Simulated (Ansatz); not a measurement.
Take BaLiF$_{3}$ in the cubic perovskite structure (space group Pm-3m, No. 221; a cell from a computed database, its experimental status unchecked) as the base.

```
BaLiF3
1.0
    3.95847     0.00000     0.00000
    0.00000     3.95847     0.00000
    0.00000     0.00000     3.95847
Ba Li F
1 1 3
Direct
  0.00000   0.00000   0.00000
  0.50000   0.50000   0.50000
  0.00000   0.50000   0.50000
  0.50000   0.00000   0.50000
  0.50000   0.50000   0.00000
```

Cartesian axes are those of the cell as printed.

Levels (all Ansatz, a first-principles code, PAW): PBEsol (420 eV, no SOC); HSE06 (420 eV, no spin-orbit coupling).

Its gap is 6.62 eV with PBEsol and 8.78 eV with HSE06.

Modification: uniaxial strain ε_xx = +4.79 %, all other strain components held at zero; the atoms relax in the strained cell.

With PBEsol the gap becomes 6.25 eV.

Q: If the HSE06 correction stayed the same, what would the HSE06 gap be, and what does the HSE06 run give?

A: A rigid correction of +2.16 eV gives 8.41 eV. The HSE06 run gives 8.40 eV, so the two effects roughly add.

Single points use the geometry relaxed with PBEsol. HSE06 was sampled on its mesh, a few special points and the semilocal edge points, so its gap is an upper bound. Stability against distortions was not tested. Many cubic perovskites are stable only at high temperature; tilts and polar distortions were not tested.
